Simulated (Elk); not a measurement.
A self-consistent single point of LaCoSi (P4/nmm, 6 atoms in the cell) with Elk.

Computed with PBEsol, all-electron FP-LAPW, Elk's shipped species files, APW+lo basis with extra local orbitals (Elk 10.2.4).

```
LaCoSi
1.0
    4.06113     0.00000     0.00000
    0.00000     4.06113     0.00000
    0.00000     0.00000     7.30428
La Co Si
2 2 2
Direct
  0.00000   0.50000   0.30482
  0.50000   0.00000   0.69518
  0.00000   0.00000   0.00000
  0.50000   0.50000   0.00000
  0.00000   0.50000   0.84600
  0.50000   0.00000   0.15400
```
Moments meant for the start (each program seeds them in its own way; μB, in the order of the atoms La La Co Co Si Si): 0.0 0.0 3.0 3.0 0.0 0.0.

Reference input (self-consistent single point, DFT, LDA (PW92), all-electron FP-LAPW, Elk's shipped species files, APW+lo basis with extra local orbitals): xctype = 3; spinpol = true; rgkmax = 7.5; stype = 0; swidth = 0.00367493 Ha; ngridk = 5 5 3; reducebf = 0.7; gmaxvr = 14 1/bohr; nxlo = 2; lorbcnd = true; rmtscf = 0.89; lmaxi = 3. This run's input differs from it in these lines:

```diff
@@ -4,3 +4,3 @@
 xctype
-  3
+  22
```

Log, with long lists cut:

```
│ Self-consistent loop started │
│ Loop number : 1 │
 total energy                :     -20401.2271284
 total moment                :    2.170562622
│ Loop number : 2 │
 total energy                :     -20397.8514977
 total moment                :    2.156948477
RMS change in Kohn-Sham potential (target) :    2.026080467     (  0.1000000000E-05)
Absolute change in total energy (target)   :    3.375630673     (  0.1000000000E-03)
│ Loop number : 3 │
 total energy                :     -20410.5247888
 total moment                :    1.935053021
RMS change in Kohn-Sham potential (target) :    2.025451512     (  0.1000000000E-05)
   [... lines left out ...]
│ Loop number : 27 │
 total energy                :     -20352.6775471
 total moment                :  -0.6740367250
RMS change in Kohn-Sham potential (target) :   0.4928720433E-06 (  0.1000000000E-05)
Absolute change in total energy (target)   :   0.1305348342E-03 (  0.1000000000E-03)
│ Loop number : 28 │
 total energy                :     -20352.6775286
 total moment                :  -0.6740028205
RMS change in Kohn-Sham potential (target) :   0.3850717434E-06 (  0.1000000000E-05)
Absolute change in total energy (target)   :   0.5120631613E-04 (  0.1000000000E-03)
Convergence targets achieved

│ Loop number : 29 │

Energies :
 Fermi                       :     0.353610080856
 xc effective B-field        :    -0.101398650844E-01
 external B-field            :      0.00000000000
 total energy                :     -20352.6775030
 (external B-field energy excluded from total)

Density of states at Fermi energy :    113.5303664
 (states/Hartree/unit cell)

Estimated indirect band gap :   0.6007105602E-03
 from k-point      4 to k-point     12
Estimated direct band gap   :   0.5361996791E-02
 at k-point      1

Charges :
 core                        :    136.0000000
 valence                     :    60.00000000
 interstitial                :    13.40148147
 muffin-tins (core leakage)
  species :    1 (La)
   atom    1                 :    53.90753807     (  0.1170831167E-02)
   [... lines left out ...]
   atom    2                 :   0.1437043353E-01
  species :    2 (Co)
   atom    1                 :  -0.3959818974
   atom    2                 :  -0.3959818974
  species :    3 (Si)
   atom    1                 :   0.6662070208E-02
   atom    2                 :   0.6662070208E-02
 total in muffin-tins        :  -0.7498987873
 total moment                :  -0.6739153002

│ Self-consistent loop stopped │
```

The run converged in 29 iterations. The count includes the last loop, which Elk runs after its targets are met. Against the reference run the size of the net moment hardly changes (0.10 to 0.11 μB/atom).

The starting cell comes from a database of computed structures (which also holds hypothetical and non-ambient phases and stackings), without a prior relaxation at this level. The moments shrank to a small part of their start, a low-spin state that need not be the lowest. Values depend on the basis (sphere radii, cutoffs, local orbitals), which need not be converged. The log's line on a gap gives a spacing of levels on this mesh, which the program prints for metals too.

Cost on one core of a shared machine: roughly 5 min.
